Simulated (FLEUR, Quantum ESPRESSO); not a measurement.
A FLEUR input for a self-consistent single point of TaCr2 (Fd-3m, 6 atoms in the cell) (DFT, PBEsol, all-electron FLAPW (FLEUR), scalar-relativistic valence):

Input of the input generator:

```
TaCr2
&input film=f /
-0.0000000000 6.5175803662 6.5175803662
6.5175803662 -0.0000000000 6.5175803662
6.5175803662 6.5175803662 -0.0000000000
1.0
1.0 1.0 1.0

6
73 0.7500000000 0.7500000000 0.7500000000
73 0.5000000000 0.5000000000 0.5000000000
24 0.1250000000 0.1250000000 0.6250000000
24 0.1250000000 0.6250000000 0.1250000000
24 0.1250000000 0.1250000000 0.1250000000
24 0.6250000000 0.1250000000 0.1250000000

&comp jspins=1 /
&exco xctyp='PBEs' /
&kpt div1=8 div2=8 div3=8 gamma=t /
&end /
```

```xml
<?xml version="1.0" encoding="UTF-8" standalone="no"?>
<fleurInput fleurInputVersion="0.39">
   <comment>
      TaCr2                                                                                               
   </comment>
   <calculationSetup>
      <cutoffs Kmax="3.8" Gmax="15.2" GmaxXC="15.2" numbands="0"/>
      <scfLoop itmax="60" minDistance="0.00001" maxIterBroyd="15" imix="Anderson" alpha="0.05" precondParam="0.0" spinf="2.0"/>
      <coreElectrons ctail="T" frcor="F" kcrel="0" coretail_lmax="0"/>
      <xcFunctional name="PBEs" relativisticCorrections="F"/>
      <magnetism jspins="1"/>
      <soc l_soc="F" theta="0.0" phi="0.0" spav="F"/>
      <expertModes spex="0" secvar="F"/>
      <geometryOptimization l_f="T" forcealpha="1.0" forcemix="BFGS" epsdisp="0.00001" epsforce="0.00001"/>
      <ldaU l_linMix="F" mixParam="0.05" spinf="1.0"/>
   </calculationSetup>
   <cell>
      <bzIntegration valenceElectrons="110.0" mode="gauss" fermiSmearingEnergy="0.00367493">
         <kPointListSelection listName="default-1"/>
         <!-- k-points included here -->
         <xi:include xmlns:xi="http://www.w3.org/2001/XInclude" href="kpts.xml"> </xi:include>
      </bzIntegration>
      <!-- symmetry operations included here -->
      <xi:include xmlns:xi="http://www.w3.org/2001/XInclude" href="sym.xml"> </xi:include>
      <bulkLattice scale="1.0">
         <bravaisMatrix>
            <row-1>    0.0000000000000000     6.5175803661999998     6.5175803661999998</row-1>
            <row-2>    6.5175803661999998     0.0000000000000000     6.5175803661999998</row-2>
            <row-3>    6.5175803661999998     6.5175803661999998     0.0000000000000000</row-3>
         </bravaisMatrix>
      </bulkLattice>
   </cell>
   <atomSpecies>
      <species name="Tantalum (Ta)" element="Ta" atomicNumber="73">
         <mtSphere radius="2.68" gridPoints="925" logIncrement="0.014"/>
         <atomicCutoffs lmax="10" lnonsphr="8"/>
         <electronConfig flipSpins="F">
            <coreConfig>(1s1/2) (2s1/2) (2p1/2) (2p3/2) (3s1/2) (3p1/2) (3p3/2) (4s1/2) (3d3/2) (3d5/2) (4p1/2) (4p3/2) (4d3/2) (4d5/2)</coreConfig>
            <valenceConfig>(5s1/2) (5p1/2) (5p3/2) (6s1/2) (4f5/2) (4f7/2) (5d3/2) (5d5/2)</valenceConfig>
            <stateOccupation state="(5d3/2)" spinUp="0.6" spinDown="0.6"/>
            <stateOccupation state="(5d5/2)" spinUp="0.9" spinDown="0.9"/>
         </electronConfig>
         <energyParameters s="6" p="6" d="5" f="5"/>
         <lo type="SCLO" l="0" n="5" eDeriv="0"/>
         <lo type="SCLO" l="1" n="5" eDeriv="0"/>
         <lo type="SCLO" l="3" n="4" eDeriv="0"/>
      </species>
      <species name="Chromium (Cr)" element="Cr" atomicNumber="24">
         <mtSphere radius="2.16" gridPoints="745" logIncrement="0.016"/>
         <atomicCutoffs lmax="8" lnonsphr="6"/>
         <electronConfig flipSpins="F">
            <coreConfig>(1s1/2) (2s1/2) (2p1/2) (2p3/2)</coreConfig>
            <valenceConfig>(3s1/2) (3p1/2) (3p3/2) (4s1/2) (3d3/2) (3d5/2)</valenceConfig>
            <stateOccupation state="(4s1/2)" spinUp="0.5" spinDown="0.5"/>
            <stateOccupation state="(3d3/2)" spinUp="1.0" spinDown="1.0"/>
            <stateOccupation state="(3d5/2)" spinUp="1.5" spinDown="1.5"/>
         </electronConfig>
         <energyParameters s="4" p="4" d="3" f="4"/>
         <lo type="SCLO" l="0" n="3" eDeriv="0"/>
         <lo type="SCLO" l="1" n="3" eDeriv="0"/>
      </species>
   </atomSpecies>
   <atomGroups>
      <atomGroup species="Tantalum (Ta)">
         <relPos label="                   1">-3.000/8.000 -3.000/8.000 -3.000/8.000</relPos>
         <relPos label="                   2">3.000/8.000 3.000/8.000 3.000/8.000</relPos>
         <force calculate="T" relaxXYZ="TTT"/>
      </atomGroup>
      <atomGroup species="Chromium (Cr)">
         <relPos label="                   3">.0000000000 .0000000000 1.000/2.000</relPos>
         <relPos label="                   4">.0000000000 1.000/2.000 .0000000000</relPos>
         <relPos label="                   5">.0000000000 .0000000000 .0000000000</relPos>
         <relPos label="                   6">1.000/2.000 .0000000000 .0000000000</relPos>
         <force calculate="T" relaxXYZ="TTT"/>
      </atomGroup>
   </atomGroups>
   <output dos="F" band="F" slice="F">
      <checks vchk="F" cdinf="F"/>
      <bandDOS minEnergy="-.5*Htr" maxEnergy="0.5*Htr" sigma="0.015" storeEVData="T"/>
      <vacuumDOS vacdos="F" integ="F" star="F" nstars="0" locx1="0.0" locy1="0.0" locx2="0.0" locy2="0.0" nstm="0" tworkf="0.0"/>
      <unfoldingBand unfoldBand="F" supercellX="1" supercellY="1" supercellZ="1"/>
      <plotting iplot="0" polar="F">
         <plot TwoD="T" vec1="  1.0  0.0  0.0" vec2="  0.0  1.0  0.0" vec3="  0.0  0.0  1.0" zero="  0.0  0.0  0.0" file="plot"/>
      </plotting>
      <chargeDensitySlicing numkpt="0" minEigenval="0.0" maxEigenval="0.0" nnne="0" pallst="F"/>
      <specialOutput eonly="F"/>
      <magneticCircularDichroism mcd="F" energyLo="-10.0" energyUp="0.0"/>
   </output>
  <!-- We include the file relax.xml here to enable relaxations (see documentation) -->
  <xi:include xmlns:xi="http://www.w3.org/2001/XInclude" href="relax.xml"> <xi:fallback/> </xi:include>
</fleurInput>
```

Task: Give the Quantum ESPRESSO input for the same structure, mesh, smearing and functional.

Result: This is the input that was run; spellings and numerical settings could be chosen otherwise.

```fortran
&CONTROL
  calculation = 'scf'
  prefix = 'tacr2'
  outdir = './tmp/'
  pseudo_dir = './'
  tprnfor = .true.
  tstress = .true.
/
&SYSTEM
  ibrav = 2
  celldm(1) = 13.035160732
  nat = 6
  ntyp = 2
  ecutwfc = 50
  ecutrho = 400
  occupations = 'smearing'
  smearing = 'gauss'
  degauss = 0.0073499
  input_dft = 'pbesol'
/
&ELECTRONS
  conv_thr = 1e-10
  mixing_beta = 0.5
/
ATOMIC_SPECIES
Ta   180.9479  Ta_pbe_v1.uspp.F.UPF
Cr    51.9961  cr_pbe_v1.5.uspp.F.UPF
ATOMIC_POSITIONS {crystal}
Ta    0.750000000    0.750000000    0.750000000
Ta    0.500000000    0.500000000    0.500000000
Cr    0.125000000    0.125000000    0.625000000
Cr    0.125000000    0.625000000    0.125000000
Cr    0.125000000    0.125000000    0.125000000
Cr    0.625000000    0.125000000    0.125000000
K_POINTS {automatic}
8 8 8  0 0 0
```

Basis, cutoffs, solver keys and any potentials are the target program's own. This input uses DFT, PBEsol, plane waves, SSSP 1.1.2 efficiency (PBE) pseudopotentials.

The starting cell comes from a database of computed structures (which also holds hypothetical and non-ambient phases and stackings), without a prior relaxation at this level.
